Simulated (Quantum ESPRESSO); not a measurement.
**Equation of state of CsCl-type CuZn (space group 221): energy against volume (Quantum ESPRESSO, PBE)**

```xyz
2
Lattice="2.8975 0.0000 0.0000 0.0000 2.8975 0.0000 0.0000 0.0000 2.8975" Properties=species:S:1:pos:R:3 pbc="T T T"
Zn     1.4488     1.4488     1.4488
Cu     0.0000     0.0000     0.0000
```

Level of theory: PBE, GBRV 1.5 ultrasoft (PBE) pseudopotentials (plane waves; Quantum ESPRESSO 7.5). Settings: ecutwfc = 65 Ry; ecutrho = 520 Ry; occupations = smearing; smearing = fd; degauss = 0.0036749 Ry; potentials = {Zn: zn_pbe_v1.uspp.F.UPF, Cu: cu_pbe_v1.2.uspp.F.UPF}; K_POINTS = automatic 20 20 20 0 0 0; conv_thr = 1e-10 Ry; mixing_beta = 0.7. The cell above is the first row's. The rows scale it uniformly. In all rows fractional positions and the k mesh are held. E is the free energy at the stated smearing, counted from the lowest row.

```csv
V (Å^3/atom),E (meV/atom)
12.164,24.32
12.428,11.29
12.692,3.38
12.957,0.00
13.221,0.63
13.486,4.80
13.750,12.10
14.015,22.18
14.279,?
```

Taking the third-order Birch-Murnaghan form, a cubic in V^(-2/3) for E over the 8 complete rows: With u = V^(-2/3) - 0.180, the rows have u = 0.009067, 0.006380, 0.003786, 0.001272, -0.001149, -0.003500, -0.005767, -0.007970. Least squares gives E = -0.143 - 300.79·u + 321661·u² + 1000384·u³. Residuals (row less fit): 0.001, -0.001, -0.003, 0.003, 0.004, -0.007, 0.002, 0.000; standard error 0.005 (degrees of freedom: 4). Its minimum lies at u = 0.000467, so V0 = (0.180467)^(-3/2) = 13.04. There d²E/du² = 646100 and d³E/du³ = 6002000, so B0 = (4/9) × 13.04^(-7/3) × 646100 × 0.160218 = 115 GPa (the last factor turns the table's units into GPa), and B0' = 4 + (2/3) × 0.180467 × (6002000)/646100 = 5.1. The program's pressures in the fitted runs (not shown) pass through zero at V = 13.02, 0.21 % from this V0.

**Question.** Estimate the missing E (V = 14.279); what did the run itself give?

**Answer.** u = -0.010097, so E = -0.143 - 300.79 × (-0.010097) + 321661 × (-0.010097)² + 1000384 × (-0.010097)³ = 34.657 meV/atom. The calculation gives 34.69 meV/atom, 0.033 meV/atom above the prediction (0.1 % of the range of E in the table). The row lies outside the fitted rows, so this is an extrapolation. From the scatter of the fitted rows alone, a prediction at this place has a standard error of 0.012 meV/atom, so the miss is 2.8 times that.

Carrying the step between the two nearest rows on in a straight line would have given 32.22, off by 2.47; series whose last step already gives the withheld value aren't shown. The scan was laid around a cell of about the measured size, scaled by a guess for this functional. The runs keep the symmetry of the cell, so they don't test it for distortions. Spin polarisation is off. Cutoffs and mesh are single choices, not tested for convergence of this quantity. Series with a scatter that would blur these digits, or in which a gap closes, are not shown. Nor are scans whose minimum lies at an end fitted in this form.
